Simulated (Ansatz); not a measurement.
MgB2: energy against strain

MgB2 (AlB2 type, P6/mmm, 9.479 Å³/atom at rest, c along z) under a strain ε along c (axis z), the other axes held. PBEsol in Ansatz, a plane-wave DFT program (PAW, default set), 420 eV, 22×22×17 Γ-centred mesh, Fermi-Dirac smearing 0.10 eV; ions are relaxed within the symmetry of each cell.

Here s stands for strain and y for E less E0.

| strain (%) | E less E0 (meV/atom) |
|---|---|
| -3.00 | ? |
| -1.50 | 1.80 |
| -1.00 | 0.80 |
| -0.50 | 0.20 |
| 0.00 | 0.00 |
| 0.50 | 0.20 |
| 1.00 | 0.78 |
| 1.50 | 1.76 |

### Question
Using a parabola, estimate the missing y at s = -3.00 from the other rows, showing the fit.

### Answer
Least squares gives y = 0.001 - 0.0114·s + 0.7905·s². Residuals (row less fit): 0.003, -0.003, -0.004, -0.001, 0.007, 0.000, -0.003; standard error 0.005 (degrees of freedom: 4). Twice the quadratic coefficient over the volume, 2 × 0.7905 meV × 10⁴ × 0.1602 / 9.479 Å³, is the elastic constant C33 = 267 ± 0.7 GPa. At the withheld row, y = 0.001 - 0.0114 × (-3.0) + 0.7905 × (-3.0)² = 7.150 meV/atom. The calculation gives 7.26 meV/atom, 0.110 meV/atom above the prediction (1.5 % of the range of y in the table). The row lies outside the fitted rows, so this is an extrapolation. The fitted rows scatter only by rounding.

One order more, fitted to all 13 runs of the series, follows each within 0.01, so the miss is the next term of a smooth law. In a metal these values are sensitive to mesh and smearing; energies are taken to zero smearing, stresses follow the free energy. Rows are the converged runs of the series near zero and its far end; series whose fitted rows scatter by over a few per cent of the range, as at a crossing or softening among them, aren't shown in this form. Most that stay on the fit to the last digits aren't either.
